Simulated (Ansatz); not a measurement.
Results of PBEsol (Ansatz, a first-principles code, plane waves, PAW) for Ti2AlB2 (model structure, started from the Ti2InB2 type, P-6m2, No. 187, 5 atoms in the cell).

Settings: plane-wave cutoff 520 eV, 24×24×8 k mesh (along the axes of the cell as run), Fermi–Dirac smearing 0.05 eV, no spin polarisation, scalar-relativistic PAW data made under PBE.

Cell (relaxed at this level):

AlTi₂B₂ is taken in the hexagonal space group P-6m2 (No. 187), Pearson symbol hP5. Cell: a = b = 2.998 Å, c = 7.612 Å, α = β = 90.00°, γ = 120.00°. Ti on 2h is surrounded by 6 B at 2.322 Å and 3 Al at 2.845 Å and 7 Ti at 2.998–3.095 Å. Al on 1a has 6 Ti at 2.845 Å. B1 on 1b has 3 B at 1.731 Å and 6 Ti at 2.322 Å. B2 on 1f is surrounded by 3 B at 1.731 Å and 6 Ti at 2.322 Å. (Neighbours: up to the widest gap in distance over summed covalent radii, below 1.35, at either atom; cation-cation and far metal-metal contacts left out.)

Problem. Predict the bulk modulus B0.

Solution. 
bulk modulus B0: 164 GPa

Note: the run has no spin polarisation, so it can have missed a magnetic state; the bulk modulus is −V dP/dV from two relaxed cells at ±2 % in volume; the relaxation could raise the start's symmetry but not lower it, so the cell can be a saddle point.

Static lattice: no zero-point or thermal effects.

Computing time: about 2.4 core-minutes (a rough figure).

A model structure was made by putting elements into a prototype or built by hand; it is no filed structure, need not be a known phase, and can be a saddle point held by its symmetry.
